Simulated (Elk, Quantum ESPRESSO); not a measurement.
**Code comparison for DyCuSi (P6_3/mmc, 6 atoms in the cell)**

Self-consistent single point, at a second geometry (lattice scaled by 0.98). First geometry:

```yaml
crystal:
  lattice:
    - [4.10679, 0.00000, 0.00000]
    - [-2.05340, 3.55658, 0.00000]
    - [0.00000, 0.00000, 7.54379]
  atoms:
    - { symbol: Dy, position: [0.00000, 0.00000, 0.50000], spin: 5.0 }
    - { symbol: Dy, position: [0.00000, 0.00000, 0.00000], spin: 5.0 }
    - { symbol: Si, position: [0.66667, 0.33333, 0.25000] }
    - { symbol: Si, position: [0.33333, 0.66667, 0.75000] }
    - { symbol: Cu, position: [0.33333, 0.66667, 0.25000] }
    - { symbol: Cu, position: [0.66667, 0.33333, 0.75000] }
```
(The spins are starting values, not results.)

Shared settings, as Quantum ESPRESSO writes them: occupations = smearing; smearing = gauss; degauss = 0.0147 Ry; nspin = 2; K_POINTS = automatic 6 6 3 0 0 0. Potentials and cutoffs stand in the table.

```
code                                                                                                              model  size of the net moment (μB/atom)    cutoff
----------------  -----------------------------------------------------------------------------------------------------  --------------------------------  --------
Quantum ESPRESSO                                                 LDA (PZ), SSSP 1.1.2 efficiency (PBE) pseudopotentials                              1.64     50 Ry
Elk               LDA (PW92), all-electron FP-LAPW, Elk's shipped species files, APW+lo basis with extra local orbitals                              1.63  rgkmax 8
```

On Quantum ESPRESSO's run: spin-orbit coupling is off. The magnetic order is the one reached from the typed start; others were not searched systematically. With U or open f shells several self-consistent states can exist. The f electrons are in the valence without U or exact exchange, which can misplace them near the Fermi level. Spin-orbit terms, which matter for f shells, are left out.

The spread over the programs that give each value: size of the net moment within 0.01 μB/atom.

Elk treats all electrons, but the usual bases taken here (sphere radii, linearisation, local orbitals, empty states) were not tested for convergence, so the values are no reference for the others. The same LDA comes in different parametrisations, which differ slightly.

The starting cell comes from a database of computed structures (which also holds hypothetical and non-ambient phases and stackings), without a prior relaxation at this level. For this run, on top of that: lattice scaled by 0.98.

Left out of this page: Ansatz (with a known weakness of the program).
